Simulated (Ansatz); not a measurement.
Take HfO$_{2}$ in the fluorite structure (space group Fm-3m, No. 225) as the base.

```
HfO2
1.0
    0.00000     2.50052     2.50052
    2.50052     0.00000     2.50052
    2.50052     2.50052     0.00000
Hf O
1 2
Cartesian
  0.00000   0.00000   0.00000
  1.25026   1.25026   1.25026
  3.75078   3.75078   3.75078
```

Cartesian axes are those of the cell as printed.

The values are results of LDA (Ansatz, a quantum-chemistry and plane-wave program; PAW; 420 eV plane waves; without spin-orbit coupling), not measurements.

Strains are applied to the cell and any free atomic positions relax; under biaxial strain the out-of-plane vector relaxes too.

One change was made to it. Results:

```tsv
quantity	base	after
band gap	3.66 eV	3.52 eV
shortest interatomic distance	2.166 Å	2.177 Å
```

Which change produced these results?
(A) biaxial strain −0.50 %, plane normal [001], relaxed out of plane
(B) biaxial strain +2.50 %, plane normal [001], relaxed out of plane
(C) biaxial strain −1.50 %, plane normal [001], relaxed out of plane
(D) biaxial strain −2.00 %, plane normal [001], relaxed out of plane
(E) biaxial strain +1.00 %, plane normal [001], relaxed out of plane

E, biaxial strain +1.00 %, plane normal [001], relaxed out of plane. For comparison, the shortest interatomic distance in the other runs: biaxial strain −1.50 %, plane normal [001], relaxed out of plane gives 2.148 Å; biaxial strain −0.50 %, plane normal [001], relaxed out of plane gives 2.160 Å; biaxial strain −2.00 %, plane normal [001], relaxed out of plane gives 2.143 Å; biaxial strain +2.50 %, plane normal [001], relaxed out of plane gives 2.195 Å.

With Hf present, leaving out spin-orbit coupling can change the band edges. Stability against distortions was not tested. This is not the structure that HfO2 has at room temperature and ambient pressure.
